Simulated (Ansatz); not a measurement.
Data:

```
CELL_PARAMETERS angstrom
     -1.69437     1.69437     1.69437
      1.69437    -1.69437     1.69437
      1.69437     1.69437    -1.69437
ATOMIC_POSITIONS crystal
  Ta 0.00000 0.00000 0.00000
```

No spin polarisation.

All numbers come from r2SCAN, PAW, 500 eV (Ansatz, a quantum-chemistry and plane-wave program; no spin-orbit coupling). Settings: 28×28×28 k-points, 0.1 eV Fermi–Dirac smearing.

Predict the band gap and pressure.

The band gap is zero. The pressure is -13.1 GPa.

The cells carry an imposed strain or load. No phonon test of stability was made. All final runs are without spin polarisation. The cell was made from Ta in the bcc (W type) structure (space group Im-3m, No. 229) by this change: isotropic strain +2.50 %.
